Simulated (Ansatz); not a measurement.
# A short convergence ladder for CsH (P4mm, 2 atoms in the cell)

```
CsH
1.0
    3.79932     0.00000     0.00000
    0.00000     3.79932     0.00000
    0.00000     0.00000     3.79932
Cs H
1 1
Direct
  0.00000   0.00000   0.01316
  0.50000   0.50000   0.50000
```

Base method: LDA (PW92), default PAW files made with PBE (plane waves; Ansatz, a program for electronic structure).

Base settings: basis.ecutwfc = 420 eV; kpoints.mp_grid.grid = 7 7 7; hamiltonian.xc = lda; hamiltonian.pseudopotentials = {kind: paw} (the program's default PAW files); scf.occupations.method = fixed.

**The width of Fermi-Dirac smearing**

In this ladder: scf.occupations.method = fermi_dirac.

The mesh stays at the base's, so the ladder's end is converged at best in this setting alone.

Only quantities that move along the ladder and can be compared are tabulated.

| scf.occupations.width | free energy less the last step's (meV/atom) | pressure (GPa) |
|---|---|---|
| 1 eV | -266.61 | -0.47 |
| 0.5 eV | -17.47 | -1.64 |
| 0.2 eV | -0.03 | -1.79 |
| 0.1 eV | 0.00 | -1.79 |
| 0.02 eV | 0.00 | -1.79 |

Widest scf.occupations.width that holds the pressure within 0.1 GPa of the last step, with all finer ones: 0.2 eV; the step before is off by 0.15 GPa.

Widest scf.occupations.width that holds the free energy within 0.5 meV/atom of the last step, with all finer ones: 0.2 eV; the step before is off by 17 meV/atom.

On the base run: the starting cell comes from a database of computed structures (which also holds hypothetical and non-ambient phases and stackings), without a prior relaxation at this level. Its lattice was rescaled by up to half a per cent. One atom was moved a little off its site on purpose. Ansatz's pressure includes its estimate of the finite-basis (Pulay) stress.

Keys are those of Ansatz 0.2.
